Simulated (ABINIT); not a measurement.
A self-consistent single point of BaCaHfZrO6 (F-43m, 10 atoms in the cell) with ABINIT

Computed with PBEsol, PAW (JTH v2.0 PBE PAW, files made for PBE) (plane waves; ABINIT).

This input was run:

```
# BaCaHfZrO6, JTH v2.0 PBE PAW
pp_dirpath "./"
pseudos "Ba.GGA_PBE-JTH.xml, Ca.GGA_PBE-JTH.xml, Zr.GGA_PBE-JTH.xml, Hf.GGA_PBE-JTH.xml, O.GGA_PBE-JTH.xml"
acell 3*1.0 Angstrom
rprim
        -0.0000000000    4.0890820000    4.0890820000
         4.0890820000   -0.0000000000    4.0890820000
         4.0890820000    4.0890820000   -0.0000000000
natom 10
ntypat 5
znucl 56 20 40 72 8
typat 1 2 3 4 5 5 5 5 5 5
xcart
         2.0445410000    2.0445410000    2.0445410000
         6.1336230000    6.1336230000    6.1336230000
         4.0890820000    4.0890820000    4.0890820000
         0.0000000000    0.0000000000    0.0000000000
         2.0296567415    4.0890820000    4.0890820000
         4.0890820000    6.1485072585    4.0890820000
         6.1485072585    4.0890820000    4.0890820000
         4.0890820000    2.0296567415    4.0890820000
         4.0890820000    4.0890820000    6.1485072585
         4.0890820000    4.0890820000    2.0296567415
      Angstrom
ecut 24 Ha
pawecutdg 48 Ha
pawxcdev 0
ixc -116133
occopt 1
nband 42
kptopt 1
ngkpt 3 3 3
nshiftk 1
shiftk 0 0 0
nstep 60
tolvrs 1.0e-12
diemac 12
prtwf 0
prtden 0
enunit 1
```

Log, with long lists cut:

```
 Symmetries : space group F-4 3 m (#216); Bravais cF (face-center cubic)

 -outvars: echo values of preprocessed input variables --------
            acell      1.8897261329E+00  1.8897261329E+00  1.8897261329E+00 Bohr
           diemac      1.20000000E+01
             ecut      2.40000000E+01 Hartree
           enunit           1
              ixc     -116133
         kptrlatt        3    0    0      0    3    0      0    0    3
          kptrlen      3.27839245E+01
            natom          10
            nband          42
            ngfft          50      50      50
          ngfftdg          72      72      72
             nkpt           4
            nstep          60
             nsym          24
           ntypat           5
        pawecutdg      4.80000000E+01 Hartree
         pawxcdev           0
            rprim     -0.0000000000E+00  4.0890820000E+00  4.0890820000E+00
                       4.0890820000E+00 -0.0000000000E+00  4.0890820000E+00
                       4.0890820000E+00  4.0890820000E+00 -0.0000000000E+00
          spgroup         216
           tolvrs      1.00000000E-12
            typat      1  2  3  4  5  5  5  5  5  5
           useylm           1
             xred      2.5000000000E-01  2.5000000000E-01  2.5000000000E-01
                       7.5000000000E-01  7.5000000000E-01  7.5000000000E-01
                       5.0000000000E-01  5.0000000000E-01  5.0000000000E-01
                       0.0000000000E+00  0.0000000000E+00  0.0000000000E+00
                       7.5182000000E-01  2.4818000000E-01  2.4818000000E-01
                       7.5182000000E-01  2.4818000000E-01  7.5182000000E-01
                       2.4818000000E-01  7.5182000000E-01  7.5182000000E-01
                       2.4818000000E-01  7.5182000000E-01  2.4818000000E-01
                       7.5182000000E-01  7.5182000000E-01  2.4818000000E-01
                       2.4818000000E-01  2.4818000000E-01  7.5182000000E-01
            znucl       56.00000   20.00000   40.00000   72.00000    8.00000

== DATASET  1 ==================================================================

 Real(R)+Recip(G) space primitive vectors, cartesian coordinates (Bohr,Bohr^-1):
 R(1)=  0.0000000  7.7272451  7.7272451  G(1)= -0.0647061  0.0647061  0.0647061
 R(2)=  7.7272451  0.0000000  7.7272451  G(2)=  0.0647061 -0.0647061  0.0647061
 R(3)=  7.7272451  7.7272451  0.0000000  G(3)=  0.0647061  0.0647061 -0.0647061
 Unit cell volume ucvol=  9.2279251E+02 bohr^3
 Angles (23,13,12)=  6.00000000E+01  6.00000000E+01  6.00000000E+01 degrees

 Coarse grid specifications (used for wave-functions):

 getcut: wavevector=  0.0000  0.0000  0.0000  ngfft=  50  50  50
         ecut(hartree)=     24.000   => boxcut(ratio)=   2.07555

 Fine grid specifications (used for densities):

 getcut: wavevector=  0.0000  0.0000  0.0000  ngfft=  72  72  72
         ecut(hartree)=     48.000   => boxcut(ratio)=   2.11255

   1.71112509E+04                                ecore*ucvol(ha*bohr**3)

_setup2: Arith. and geom. avg. npw (full set) are    5182.185    5182.101

--- !BeginCycle
solver: {iscf: 17, nstep: 60, nline: 4, wfoptalg: 10, }
tolerances: {tolvrs: 1.00E-12, }
...

     iter   Etot(hartree)      deltaE(h)  residm     nres2
 ETOT  1  -254.18451955329    -2.542E+02 5.085E+00 7.451E+01
 ETOT  2  -257.79207149389    -3.608E+00 6.671E-02 2.465E+01
 ETOT  3  -257.75156113896     4.051E-02 1.644E-02 1.124E+01
 ETOT  4  -257.75748109565    -5.920E-03 1.073E-02 7.432E+00
 ETOT  5  -257.73896179647     1.852E-02 6.873E-03 9.726E-02
 ETOT  6  -257.74016668561    -1.205E-03 5.028E-03 3.181E-02
   [... 7 lines left out ...]
 ETOT 14  -257.74010055050     1.370E-11 5.796E-04 2.367E-09
 ETOT 15  -257.74010055051    -2.899E-12 1.617E-04 1.103E-10
 ETOT 16  -257.74010055050     2.103E-12 3.952E-04 1.630E-11
 ETOT 17  -257.74010055050    -8.527E-13 1.072E-04 1.822E-12
 ETOT 18  -257.74010055051    -4.775E-12 2.576E-04 2.565E-13

 At SCF step   18       nres2   =  2.57E-13 < tolvrs=  1.00E-12 =>converged.

 Cartesian components of stress tensor (hartree/bohr^3)
  sigma(1 1)= -1.68953307E-04  sigma(3 2)=  0.00000000E+00
  sigma(2 2)= -1.68953307E-04  sigma(3 1)=  0.00000000E+00
  sigma(3 3)= -1.68953307E-04  sigma(2 1)=  0.00000000E+00

 ----iterations are completed or convergence reached----

 reduced coordinates (array xred) for   10 atoms
       0.250000000000      0.250000000000      0.250000000000
       0.750000000000      0.750000000000      0.750000000000
       0.500000000000      0.500000000000      0.500000000000
       0.000000000000      0.000000000000      0.000000000000
       0.751820000002      0.248179999998      0.248179999998
       0.751820000002      0.248179999998      0.751820000002
       0.248179999998      0.751820000002      0.751820000002
       0.248179999998      0.751820000002      0.248179999998
       0.751820000002      0.751820000002      0.248179999998
       0.248179999998      0.248179999998      0.751820000002
 cartesian forces (eV/Angstrom) at end:
    1     -0.00000000000000     0.00000000000000    -0.00000000000000
    2     -0.00000000000000     0.00000000000000    -0.00000000000000
    3     -0.00000000000000     0.00000000000000    -0.00000000000000
    4     -0.00000000000000     0.00000000000000    -0.00000000000000
    5      0.35168379736007     0.00000000000000    -0.00000000000000
    6     -0.00000000000000    -0.35168379736007     0.00000000000000
    7     -0.35168379736007    -0.00000000000000     0.00000000000000
    8      0.00000000000000     0.35168379736007    -0.00000000000000
    9      0.00000000000000    -0.00000000000000    -0.35168379736007
   10      0.00000000000000    -0.00000000000000     0.35168379736007
 frms,max,avg= 1.5727778E-01 3.5168380E-01   0.000E+00  0.000E+00  0.000E+00 e/A
 length scales=  1.889726132886  1.889726132886  1.889726132886 bohr
              =  1.000000000000  1.000000000000  1.000000000000 angstroms
 Fermi (or HOMO) energy (eV) =   3.37027   Average Vxc (eV)= -11.18438
 Eigenvalues (   eV  ) for nkpt=   4  k points:
 kpt#   1, nband= 42, wtk=  0.03704, kpt=  0.0000  0.0000  0.0000 (reduced coord)
 -55.99933  -43.25734  -36.37778  -24.99706  -24.99706  -24.99706  -21.69741  -21.69741
 -21.69741  -21.51546  -17.41849  -17.41849  -17.41849  -13.34563  -12.85623  -12.85623
 -11.76905  -11.76905  -11.76905   -7.11278   -7.11278   -7.11278   -0.67638   -0.61957
  -0.61957   -0.03246   -0.03246   -0.03246    1.72395    1.72395    1.72395    2.30020
   2.30020    2.30020    3.15929    3.15929    3.15929    3.37027    3.37027    3.37027
   6.77207    6.77208
 prteigrs : prtvol=0 or 1, do not print more k-points.

--- !EnergyTerms
comment             : Components of total free energy in Hartree
kinetic             :  8.27279873221427E+01
hartree             :  5.32745003876644E+01
xc                  : -4.75215869977152E+01
Ewald energy        : -2.02919578975637E+02
psp_core            :  1.85429018061481E+01
local_psp           : -1.63043423062832E+02
spherical_terms     :  1.19909887811301E+00
total_energy        : -2.57740100642116E+02
total_energy_eV     : -7.01346481468764E+03
...

-Cartesian components of stress tensor (GPa)         [Pressure=  4.9708E+00 GPa]
- sigma(1 1)= -4.97077707E+00  sigma(3 2)=  0.00000000E+00
- sigma(2 2)= -4.97077707E+00  sigma(3 1)=  0.00000000E+00
- sigma(3 3)= -4.97077707E+00  sigma(2 1)=  0.00000000E+00

 Calculation completed.
```

The run converged in 18 iterations.

The starting cell comes from a database of computed structures (which also holds hypothetical and non-ambient phases and stackings), without a prior relaxation at this level. Its lattice was rescaled by a random factor within 2.5 % of one. The potentials were made for another functional than the one used. With a pressure of about 5 GPa the cell is away from its equilibrium volume at this level.

Cost on one core of a shared machine: roughly 2 min.
